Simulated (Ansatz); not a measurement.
A computed series for Cs2AgBiBr6: pressure series

The parent structure is Cs₂AgBiBr₆ (space group Fm-3m, No. 225; a = 11.477 Å).

Cell and atoms are relaxed at each pressure.

Level of theory: PBE, PAW, 420 eV (Ansatz, a first-principles code; scalar-relativistic without spin-orbit coupling).

Before the change:

- Band gap: 1.32 eV

**Question.** The aim is a band gap between 0.86 eV and 0.93 eV. Which of these changes reaches it?
A) pressure −2 GPa
B) pressure 18 GPa
C) pressure 9 GPa
D) pressure 4.2 GPa

**Answer.** C, pressure 9 GPa. It gives 0.91 eV; pressure 18 GPa gives 0.64 eV; pressure −2 GPa gives 1.58 eV; pressure 4.2 GPa gives 1.09 eV. Changes not listed may reach it too

With Bi present, leaving out spin-orbit coupling can change the band edges. Load acts through the strain it causes; cell and atoms are relaxed under it. Stability against distortions was not tested. No other phases were tried under pressure.
